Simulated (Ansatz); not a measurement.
Point defect Si on the Al site in zinc-blende AlP

Method: PBE, PAW (plane waves to 420 eV; Ansatz, a first-principles code). The supercell holds 64 host sites (2×2×2 repeats of the unit cell), with a 2×2×2 shifted k-point sampling for the final energies. Site at the start: the Al site. Energies of charged states are corrected for periodic images (point charge plus alignment at distant sites). Dielectric constants: PBE linear response of the host. Host gap at this level: 1.63 eV. Finite-size and sampling errors can reach tenths of an eV here. Levels are measured in PBE's own, too narrow, gap. Spin–orbit coupling is left out. Each state is the lowest found from its start.

Formation energies E_f are given with the Fermi level at the valence-band maximum. Chemical conditions: P-rich (Δμ(Al) = -1.26 eV, Δμ(Si) = -0.45 eV, bounded by SiP2 (Pbam); only phases computed here count, gases as isolated molecules at 0 K). Reference phases: Al: fcc Al, Si: silicon.

```json
[
 {"charge": "+1", "moment (μB)": "not spin-polarised", "largest move off a lattice site (Å)": "0.08", "image correction with alignment (eV)": "0.18", "E_f, P-rich (eV)": "-0.69"},
 {"charge": "0*", "moment (μB)": "fractional", "largest move off a lattice site (Å)": "0.07", "image correction with alignment (eV)": "–", "E_f, P-rich (eV)": "–"},
 {"charge": "−1*", "moment (μB)": "not spin-polarised", "largest move off a lattice site (Å)": "0.07", "image correction with alignment (eV)": "–", "E_f, P-rich (eV)": "–"}
]
```

* At this level the carrier isn't localised at the defect: at charge 0 electrons occupy the conduction band; at charge −1 electrons occupy the conduction band. Such a state is shallow or no state of the defect, and this cell gives it no level.

No other site or start that was run ended lower by more than 0.1 eV.

Flagged in the runs: a doubtful potential alignment.
